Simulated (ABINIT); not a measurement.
## Convergence test for SiNi₃ (Pm-3m, 4 atoms in the cell)

```xyz
4
Lattice="3.5465 0.0000 0.0000 0.0000 3.5465 0.0000 0.0000 0.0000 3.5465" Properties=species:S:1:pos:R:3 pbc="T T T"
Si     0.0000     0.0000     0.0000
Ni     0.0000     1.7733     1.7733
Ni     1.7733     0.0000     1.7733
Ni     1.7733     1.7733     0.0000
```

Method of the run: PBE, norm-conserving pseudopotentials (PseudoDojo nc-sr-05 PBE standard) (plane waves; ABINIT).

The starting cell comes from a database of computed structures (which also holds hypothetical and non-ambient phases and stackings), without a prior relaxation at this level. Its lattice was rescaled by a random factor within 2.5 % of one. Spin polarisation is off. In the base run, with a pressure of about -7 GPa the cell is away from its equilibrium volume at this level.

Held fixed: pseudos = [Si.upf, Ni.upf]; occopt = 7; tsmear = 0.05 eV; ngkpt = 7 7 7; nshiftk = 1; shiftk = 0 0 0; potentials = PseudoDojo nc-sr-05 PBE standard; nband = 37; kptopt = 1; nstep = 80; tolvrs = 1e-12.

ΔF is the free energy per atom less that of the last row (128 Ry).

```tsv
ecut	ΔF (meV/atom)	pressure (GPa)	plane waves	iterations
40 Ry	49442.7	-2030.01	1301	12
48 Ry	20144.4	-1148.50	1711	13
58 Ry	5120.1	-439.64	2269	17
68 Ry	960.9	-124.95	2878	15
78 Ry	113.3	-27.27	3531	16
88 Ry	6.6	-8.58	4230	17
98 Ry	0.45	-6.75	4953	20
112 Ry	0.23	-6.75	6048	18
128 Ry	0.00	-6.74	7374	19
```

Energy within 1 meV/atom of the last row: from ecut = 98 Ry on; the one before it is off by 6.6 meV/atom.

Pressure within 0.1 GPa of the last row: from ecut = 98 Ry on; the one before it is off by 1.8 GPa. The value it settles on is -6.74 GPa at this level of theory and with the other settings as held.
